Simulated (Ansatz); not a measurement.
**Defect calculation: Zn on the Mo site in bcc Mo**

The numbers are results of PBE, PAW (plane waves to 420 eV; Ansatz, a program for electronic structure), not measurements. Details: 54-site cell; 4×4×4 shifted k-points; start: the Mo site; finite-size errors of tenths of an eV; the relaxation kept the symmetry of the starting site.

Neighbours after relaxation, in Å: of the Zn atom: Mo 2.77, Mo 2.77, Mo 2.77, Mo 2.77, Mo 2.77, Mo 2.77, Mo 2.77, Mo 2.77 (the shell may go on).

Formation energies E_f are those of the neutral cell. Chemical conditions: host crystal and elements as references (Δμ(Mo) = 0.00 eV, Δμ(Zn) = 0.00 eV; Zn taken from its element, since no compound that bounds it was computed at this level; only phases computed here count, gases as isolated molecules at 0 K). Reference phases: Mo: bcc Mo, Zn: hcp Zn.

| charge | moment (μB) | point group | largest move off a lattice site (Å) | E_f, host crystal and elements as references (eV) |
|---|---|---|---|---|
| 0 | not spin-polarised | Oh | 0.03 | 0.56 |

Point groups are those of the whole cell at tolerances of 0.03 and 0.1 Å ("near" where only the looser one holds); none is given for unsettled states.

All states together cost about 9 core-minutes (a rough figure).
